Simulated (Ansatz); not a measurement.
BeTe under load (space group R3m), Ansatz (a quantum-chemistry and plane-wave program) with r2SCAN with spin-orbit coupling, rigid bands. Condition of this run: uniaxial stress along [111] of 2 GPa (compression positive) (the target of the relaxation). Band gap 1.99 eV, N_c = 2.78e19 cm⁻³ and N_v = 5.70e18 cm⁻³ at 300 K, conductivity masses of 0.374 mₑ (electrons) and 0.349 mₑ (holes). Take k_BT = 0.02585 eV.

Q: What built-in voltage has an abrupt junction with N_A = 1e17 and N_D = 1e17 cm⁻³, all dopants ionised?

A: V_bi = E_g/e − (k_BT/e) ln(N_c N_v/(N_A N_D)) = 1.99 − 0.02585 × 9.67 = 1.74 V, for the computed gap.

Q: A film of it is 3 nm thick. Estimate the confinement energies in an infinite well.

A: ħ²π²/(2m t²) = 0.376 eV·nm²/(m/mₑ × t²) gives 112 meV for electrons and 120 meV for holes, so the gap would widen to about 2.22 eV. Finite barriers and nonparabolic bands lower this, and with several valleys or bands the heaviest mass along the normal sets the lowest level, not this average.

Q: What thermal injection velocity √(2k_BT/πm) limits a ballistic channel?

A: 8.80e6 cm/s for electrons and 9.11e6 cm/s for holes, a ratio of √(m_h/m_e) = 0.966, for dilute carriers.

Rigid bands with the computed gap; masses take one relaxation time for all states.
